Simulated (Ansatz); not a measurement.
Worked example: self-consistent single point of CaAg2Ge2 (I4mm, 5 atoms in the cell) in Ansatz (an electronic-structure program).

Computed with LDA (PW92), default PAW files made with PBE (plane waves; Ansatz).

```
CELL_PARAMETERS angstrom
     -2.14959     2.14959     5.42914
      2.14959    -2.14959     5.42914
      2.14959     2.14959    -5.42914
ATOMIC_POSITIONS crystal
  Ca 0.00460 0.00460 0.00000
  Ag 0.25000 0.75000 0.50000
  Ag 0.75000 0.25000 0.50000
  Ge 0.39031 0.39031 0.00000
  Ge 0.60969 0.60969 0.00000
```

Reference input (self-consistent single point, DFT, LDA (PW92), plane waves, default PAW files made with PBE): basis.ecutwfc = 420 eV; kpoints.mp_grid.grid = 8 8 8; hamiltonian.xc = lda; hamiltonian.pseudopotentials = {kind: paw} (the program's default PAW files); scf.occupations.method = gaussian; scf.occupations.width = 0.1 eV. This run's input differs from it in these lines:

Ansatz 0.2 input:
```diff
@@ -15,3 +15,3 @@
 kpoints:
-  mp_grid: { grid: [8, 8, 8] }
+  mp_grid: { grid: [13, 13, 13] }
 hamiltonian:
@@ -20,3 +20,3 @@
 scf:
-  occupations: { method: gaussian, width: 0.1 }
+  occupations: { method: cold, width: 0.02 }
 output:
```

Log, with long lists cut:

```
SCF iter   1: F=—  HF=-25122.144637 eV  |F-HF|=—  |Δ(HF+E_count)|=         —  Δρ=7.61e-3  dr2=4.24e-2  ethr=1.77e-3  ⟨swp⟩=7.3  Hψ=35776  notcnv=0  defer=11
all-band conjugate gradients solve this SCF's bands
preconditioner: auto → Kerker (q_TF=auto, 2.605 Å⁻¹)
SCF iter   2: F=—  HF=-25122.133874 eV  |F-HF|=—  |Δ(HF+E_count)|=   1.08e-2  S|Δr|=    0.00e0  Δρ=2.92e-3  dr2=5.05e-3  ethr=5.58e-5  ⟨swp⟩=2.0  Hψ=14355  notcnv=0  defer=550
   [... lines left out ...]
SCF iter   6: F=—  HF=-25122.132764 eV  |F-HF|=—  |Δ(HF+E_count)|=   9.88e-6  S|Δr|=    0.00e0  Δρ=3.37e-5  dr2=3.03e-6  ethr=2.89e-8  ⟨swp⟩=2.0  Hψ=14146  notcnv=0  defer=550
SCF iter   7: F=—  HF=-25122.132763 eV  |F-HF|=—  |Δ(HF+E_count)|=   9.30e-7  S|Δr|=    0.00e0  Δρ=1.37e-5  dr2=1.89e-7  ethr=3.99e-9  ⟨swp⟩=2.0  Hψ=11395  notcnv=0  defer=550
SCF iter   8: F=-25122.132763 eV  HF=-25122.132763 eV  |F-HF|=8.75e-9  |Δ(HF+E_count)|=   5.06e-9  S|Δr|=    0.00e0  Δρ=3.19e-6  dr2=1.88e-8  ethr=1.32e-10  ⟨swp⟩=8.7  Hψ=36579  notcnv=0
SCF 1 converged in 8 iterations: F = -25122.132763 eV  dr2 = 1.88e-8
Stability not checked (fill_not_monotonic)
Free energy (F): -25122.132763 eV
Internal energy: -25122.132780 eV  (E = F + TS)
E sigma→0 (E₀):  -25122.132769 eV
Entropy (-TS):   0.000017 eV (0.003 meV/atom)
Fermi energy:    11.854378 eV
--- Forces (eV/Å), atoms counted from 1 ---
  atom   1  Ca    -0.00000000    -0.00000000    -0.10265041
  atom   2  Ag    -0.00000000     0.00000000     0.03510950
  atom   3  Ag     0.00000000    -0.00000000     0.03510950
  atom   4  Ge    -0.00000000    -0.00000000    -0.37240468
  atom   5  Ge     0.00000000    -0.00000000     0.40486031
--- Stress (GPa, compression-positive) ---
       -3.931214       0.000000       0.000000
        0.000000      -3.931214       0.000000
        0.000000      -0.000000      -3.820347
  P = ⅓ Tr σ = -3.8943 GPa (-38.943 kbar)
  The stress holds the Pulay correction. Without it, at fixed plane waves, as pw.x and ABINIT print it: P = -3.9159 GPa
```

The run converged in 8 iterations. Against the reference run the free energy is nearly the same (within 1 meV/atom), the pressure moves little (-3.98 to -3.89 GPa) and the largest force goes from 0.368 to 0.405 eV/Å.

The starting cell comes from a database of computed structures (which also holds hypothetical and non-ambient phases and stackings), without a prior relaxation at this level. Its lattice was rescaled by up to half a per cent. One atom was moved a little off its site on purpose. With a pressure of about -4 GPa the cell is away from its equilibrium volume at this level. Ansatz's pressure includes its estimate of the finite-basis (Pulay) stress.

Cost on one core of a shared machine: roughly 90 s.
